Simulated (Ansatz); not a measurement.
Substrate model: Si(111) 1x1 surface, 6 top atoms, 3 bilayers, bottom bilayer H-capped and fixed, every top atom capped by H; cell 11.5 x 6.6 Å; two neighbouring H replaced by SH; about 7 Å thick over the host's atoms, 18 atoms held. Computed with PBE-D3(BJ) (plane waves to 420 eV, PAW; Ansatz, an electronic-structure program). k mesh 1 x 2 x 1. The slab states were run without spin polarisation. A thicker slab, a larger cell or a denser mesh can move such energies by a tenth of an eV or more. Each barrier is the saddle point's height over the relaxed start (climbing-image NEB, finished by a saddle search where needed); no vibrational corrections are included. The saddle order is not shown. The ends were relaxed from one prepared geometry each.

Step: the surface fragment of GeH4 exchanges a second ligand with a neighbouring S-H group, starting from the surface left by an earlier step (GeH4 exchanges a ligand with a surface S-H group and H2 forms), after H2 has left.

Start:

```
atom    x (Å)   y (Å)   z (Å)
------  -----  ------  ------
Si(1)   1.901   3.349   9.486
H(29)   3.776  -0.015  11.027
S(46)   6.042   3.716  11.655
S(48)   1.870   3.529  11.648
H(49)   0.582   3.117  11.772
Ge(a0)  5.417   1.890  12.823
H(a2)   6.085   0.647  12.223
H(a3)   3.890   1.768  12.842
H(a4)   5.980   2.202  14.219
```

End:

```
atom    x (Å)   y (Å)   z (Å)
------  -----  ------  ------
Si(1)   1.946   3.360   9.489
H(29)   3.827  -0.115  10.986
S(46)   5.778   3.727  11.622
S(48)   1.906   3.682  11.634
H(49)   1.354   0.559  13.358
Ge(a0)  3.856   2.899  12.448
H(a2)   3.878   1.371  12.326
H(a3)   1.589  -0.127  13.162
H(a4)   3.848   3.389  13.906
```

Problem. Give the geometry at the top of the path.

Solution. 
```
atom    x (Å)  y (Å)  z (Å)
------  -----  -----  -----
Si(1)    1.96   3.34   9.50
H(29)    3.76  -0.11  10.97
S(46)    5.86   3.77  11.60
S(48)    2.12   3.51  11.64
H(49)    2.40   1.97  12.24
Ge(a0)   4.45   2.29  12.60
H(a2)    5.20   0.95  12.42
H(a3)    2.93   1.27  12.67
H(a4)    4.29   2.82  14.04
```
It lies 1.80 eV over the start.
